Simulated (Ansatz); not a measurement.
MgO under load (space group Fm-3m), PBE, rigid bands (Ansatz, a program for electronic structure). Condition of this run: hydrostatic pressure of 3 GPa (compression positive) (the target of the relaxation). Band gap 4.91 eV, N_c = 5.36e18 cm⁻³ and N_v = 3.02e20 cm⁻³ at 300 K, conductivity masses of 0.363 mₑ (electrons) and 2.30 mₑ (holes). Take k_BT = 0.02585 eV.

A film of it is 2 nm thick. Estimate the confinement energies in an infinite well.

ħ²π²/(2m t²) = 0.376 eV·nm²/(m/mₑ × t²) gives 259 meV for electrons and 40.9 meV for holes, so the gap would widen to about 5.21 eV. Finite barriers and nonparabolic bands lower this, and with several valleys or bands the heaviest mass along the normal sets the lowest level, not this average.

What thermal injection velocity √(2k_BT/πm) limits a ballistic channel?

8.93e6 cm/s for electrons and 3.55e6 cm/s for holes, a ratio of √(m_h/m_e) = 2.52, for dilute carriers.

Find the intrinsic carrier density and the intrinsic Fermi level.

n_i = √(N_c N_v) exp(−E_g/2k_BT) = 4.02e19 × exp(−94.96) = 2.3e-22 cm⁻³. The level lies (k_BT/2) ln(N_v/N_c) = 52 meV from mid-gap (positive towards the conduction band). Each 0.1 eV added to the gap lowers n_i by a factor of 6.9.

Rigid bands with the computed gap; masses take one relaxation time for all states. Spin-orbit coupling is left out. Geometry: cell and atoms relaxed with PBEsol.
